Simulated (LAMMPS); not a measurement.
Molecular dynamics of Ge (diamond structure), 216 atoms, at 730 K and 0 GPa, heated as the crystal.

Computed with MD with a machine-learned potential, pair style snap, file Ge_Zuo_JPCA2020.quadratic.snap; code LAMMPS.

* **state found**: crystal; no diffusion seen in 15 ps
* **density**: 4.765 ± 0.002 g/cm³
* **volume per atom**: 25.31 ± 0.01 Å³
* **enthalpy per atom**: -4.2788 ± 0.0008 eV
* **first peak of g(r)**: 2.53 Å, height 5.2
* **coordination number**: 4.00 (counted to 3.26 Å)
* **most common Ge-Ge-Ge angle**: in the 3° bin centred on 109.5° (mean of all 109°)
* **cost**: around 15 core-minutes (rough)

Potential: file Ge_Zuo_JPCA2020.quadratic.snap of the LAMMPS distribution; its header cites Y. Zuo, C. Chen, X, Li, Z. Deng, Y. Chen, J. Behler, G. Csányi, A. V. Shapeev, A. P. Thompson, M. A. Wood, S. P. Ong, "Performance and Cost Assessment of Machine Learning Interatomic Potentials" J. Phys. Chem. A 124, 4, 731-745 (2020).

Caution: with SNAP Ge_Zuo_JPCA2020.quadratic.snap the 0 K volume of this crystal is 7 % off the measured one.

States go by the mean squared displacement: a species diffuses where it passes 1.5 Å², still rises and gives D over 1e-6 cm²/s; a crystal has left its structure where atoms lie 0.35 Å off their sites on average or a cubic box changes its shape by 3 %.

The ± values are statistical; the model's systematic error is not in them.

```csv
r (Å),g(r)
2.180,0.000
2.220,0.006
2.260,0.030
2.300,0.082
2.340,0.364
2.380,1.34
2.420,2.24
2.460,3.73
2.500,4.86
2.540,5.23
2.580,4.31
2.620,3.35
2.660,2.21
2.700,1.38
2.740,0.829
2.780,0.455
2.820,0.243
2.860,0.145
2.900,0.063
2.940,0.036
2.980,0.021
3.020,0.003
3.060,0.010
3.100,0.006
3.140,0.000
3.180,0.000
3.220,0.000
3.260,0.000
3.300,0.000
3.340,0.000
3.380,0.005
3.420,0.005
3.460,0.003
3.500,0.008
3.540,0.012
3.580,0.034
3.620,0.052
3.660,0.095
3.700,0.139
3.740,0.320
3.780,0.420
3.820,0.618
3.860,0.868
3.900,1.28
3.940,1.70
3.980,1.99
4.020,2.23
4.060,2.70
4.100,2.97
4.140,3.10
4.180,3.06
4.220,2.85
4.260,2.61
4.300,2.14
4.340,1.73
4.380,1.51
4.420,1.13
4.460,0.937
4.500,0.874
4.540,0.878
4.580,0.964
4.620,1.05
4.660,1.29
4.700,1.56
4.740,1.75
4.780,1.85
4.820,2.01
4.860,2.13
4.900,1.97
4.940,1.86
4.980,1.70
5.020,1.43
5.060,1.21
5.100,0.958
5.140,0.812
5.180,0.546
5.220,0.449
5.260,0.328
5.300,0.229
5.340,0.146
5.380,0.146
5.420,0.125
5.460,0.133
5.500,0.166
5.540,0.174
5.580,0.268
5.620,0.335
5.660,0.397
5.700,0.517
5.740,0.554
5.780,0.642
5.820,0.653
5.860,0.691
5.900,0.684
5.940,0.736
5.980,0.705
6.020,0.731
6.060,0.745
6.100,0.767
6.140,0.819
6.180,0.860
```
